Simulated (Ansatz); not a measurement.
Hypothetical rock salt SbN: thickness series

Base system: SbN in the rock salt structure (space group Fm-3m, No. 225; a = 4.982 Å; a hypothetical phase, not in the database extracts checked). Axes: x, y, z lie along the cube axes.

Free-standing slabs (2 atom(s) a layer) normal to the z axis with 15 Å of vacuum; in-plane cell held at bulk.

Method: plane-wave PAW DFT at the PBE level (Ansatz, a first-principles code, 420 eV), without spin-orbit coupling.

Notes on the quantities. layer's space group: with vacuum.

```json
[
 {"change": "base", "thickness between the outermost nuclei": "–", "layer's space group": "–", "band gap": "zero", "shortest interatomic distance": "2.491 Å"},
 {"change": "1 layer", "thickness between the outermost nuclei": "–", "layer's space group": "P4/mmm (No. 123)", "band gap": "zero", "shortest interatomic distance": "2.491 Å"},
 {"change": "2 layers", "thickness between the outermost nuclei": "2.47 Å", "layer's space group": "P4/nmm (No. 129)", "band gap": "1.09 eV", "shortest interatomic distance": "2.077 Å"},
 {"change": "3 layers", "thickness between the outermost nuclei": "4.96 Å", "layer's space group": "P4/mmm (No. 123)", "band gap": "zero", "shortest interatomic distance": "2.223 Å"},
 {"change": "4 layers", "thickness between the outermost nuclei": "8.89 Å", "layer's space group": "P4/nmm (No. 129)", "band gap": "?", "shortest interatomic distance": "2.077 Å"},
 {"change": "5 layers", "thickness between the outermost nuclei": "13.28 Å", "layer's space group": "P4/mmm (No. 123)", "band gap": "zero", "shortest interatomic distance": "2.078 Å"},
 {"change": "6 layers", "thickness between the outermost nuclei": "15.32 Å", "layer's space group": "P4/nmm (No. 129)", "band gap": "0.95 eV", "shortest interatomic distance": "2.077 Å"},
 {"change": "7 layers", "thickness between the outermost nuclei": "17.66 Å", "layer's space group": "P4/mmm (No. 123)", "band gap": "zero", "shortest interatomic distance": "2.079 Å"}
]
```

Task: Some entries are withheld; estimate them.

Result: 
- 4 layers, band gap: 0.99 eV

Spin-orbit coupling, missing from the scalar runs, can matter with Sb. No phonon test of stability was made. The final runs are not spin-polarised. SbN has a high density of states at the Fermi level and may be magnetic at this level. A zero or small gap of SbN can be the functional's error rather than a property of the material.
